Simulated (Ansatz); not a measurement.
Take ZnSe in the zinc blende structure (space group F-43m, No. 216; a = 5.666 Å) as the base. Axes: x, y, z lie along the cube axes.

The change: uniaxial strain ε_zz = −3.34 %, all other strain components held at zero; the atoms relax in the strained cell.

Levels (all Ansatz, a quantum-chemistry and plane-wave program, PAW, earlier PAW set): r2SCAN (500 eV, scalar-relativistic without spin-orbit coupling); HSE06 (420 eV, no SOC); HSE06+SOC (420 eV, with spin-orbit coupling).

At the geometry relaxed with r2SCAN, these levels gave the following band gaps, in shuffled order: (a) 2.48 eV, (b) 2.37 eV, (c) 1.92 eV.

Q: Match each gap to its level.

A: (a) HSE06; (b) HSE06+SOC; (c) r2SCAN.

Single points use the geometry relaxed with r2SCAN. Differences between runs with and without spin-orbit coupling are approximate. Whether these cells are dynamically stable was not tested.
